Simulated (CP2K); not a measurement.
CP2K run on Sr3Ni (Pm-3m, 4 atoms in the cell): self-consistent single point.

Level of theory: LDA (Pade form), GPW, DZVP-MOLOPT-SR-GTH basis, GTH-PADE potentials (GTH_POTENTIALS) (CP2K).

```
Sr3Ni
1.0
    5.15885     0.00000     0.00000
    0.00000     5.15885     0.00000
    0.00000     0.00000     5.15885
Sr Ni
3 1
Cartesian
  0.00000   2.57943   2.57943
  2.57943   0.00000   2.57943
  2.57943   2.57943   0.00000
  0.00000   0.00000   0.00000
```

Reference input (self-consistent single point, DFT LDA (Pade form), GPW, DZVP-MOLOPT-SR-GTH basis, GTH-PADE potentials (GTH_POTENTIALS)): CUTOFF = 600 Ry; REL_CUTOFF = 60 Ry; SMEAR/METHOD = MARZARI_VANDERBILT; SIGMA = 0.2 eV; KPOINTS/SCHEME = MONKHORST-PACK 8 8 8; XC_FUNCTIONAL = PADE; Sr/BASIS_SET = DZVP-MOLOPT-SR-GTH; Sr/POTENTIAL = GTH-PADE-q10; Ni/BASIS_SET = DZVP-MOLOPT-SR-GTH; Ni/POTENTIAL = GTH-PADE-q18; METHOD = GPW; EPS_DEFAULT = 1e-10. This run's input differs from it in these lines:

```diff
@@ -35,4 +35,4 @@
       &SMEAR ON
-        METHOD MARZARI_VANDERBILT
-        SIGMA [eV] 0.2
+        METHOD GAUSSIAN
+        SIGMA [eV] 0.05
       &END SMEAR
```

Output (repeated stretches shortened):

```
 SCF WAVEFUNCTION OPTIMIZATION

  Step     Update method      Time    Convergence         Total energy    Change
     1 NoMix/Diag. 0.20E+00      -     1.65668447      -261.9474577351 -2.62E+02
     2 Broy./Diag. 0.20E+00      -     0.15418484      -254.4803083133  7.47E+00
     3 Broy./Diag. 0.20E+00      -     0.37060391      -258.7014204232 -4.22E+00
     4 Broy./Diag. 0.20E+00      -     0.40105593      -266.8987230258 -8.20E+00
     5 Broy./Diag. 0.20E+00      -     0.04783536      -254.6184385391  1.23E+01
     6 Broy./Diag. 0.20E+00      -     0.16268552      -255.6072194071 -9.89E-01
   [... 18 lines left out ...]
    25 Broy./Diag. 0.20E+00      -     0.00000106      -261.3356120932 -3.45E-05
    26 Broy./Diag. 0.20E+00      -     0.00000073      -261.3356242941 -1.22E-05
    27 Broy./Diag. 0.20E+00      -     0.00000016      -261.3356251860 -8.92E-07
    28 Broy./Diag. 0.20E+00      -     0.00000006      -261.3356245513  6.35E-07
  *** SCF run converged in    28 steps ***

  Overlap energy of the core charge distribution:               0.00000000000000
  Self energy of the core charge distribution:               -437.44842352934972
  Core Hamiltonian energy:                                    111.49622450507528
  Hartree energy:                                              94.05076328304241
  Exchange-correlation energy:                                -29.43401695326696
  Smearing free energy correction:                             -0.00017185706332
  Fermi energy:                                                 0.22000794903036

  Total energy:                                              -261.33562455132352
  Total energy (extrapolated to sigma->0):                   -261.33553862279183

                     Mulliken Population Analysis

   [... lines left out ...]

 STRESS| Analytical stress tensor [bar]
 STRESS|                        x                   y                   z
 STRESS|      x       -1.07356988336E+04   2.01801199227E-03   2.01800978102E-03
 STRESS|      y        2.01801199227E-03  -1.07356988336E+04   2.01800246467E-03
 STRESS|      z        2.01800978102E-03   2.01800246467E-03  -1.07356988337E+04
 STRESS| 1/3 Trace                                            -1.07356988336E+04
```

The run converged in 28 iterations. Against the reference run the free energy drops by 1.5 meV/atom and the pressure moves little (-1.12 to -1.07 GPa).

The starting cell comes from a database of computed structures (which also holds hypothetical and non-ambient phases and stackings), without a prior relaxation at this level. Its lattice was rescaled by a random factor within 2.5 % of one. Spin polarisation is off. Values carry the incompleteness of an atom-centred basis.

Cost on one core of a shared machine: roughly 70 s.
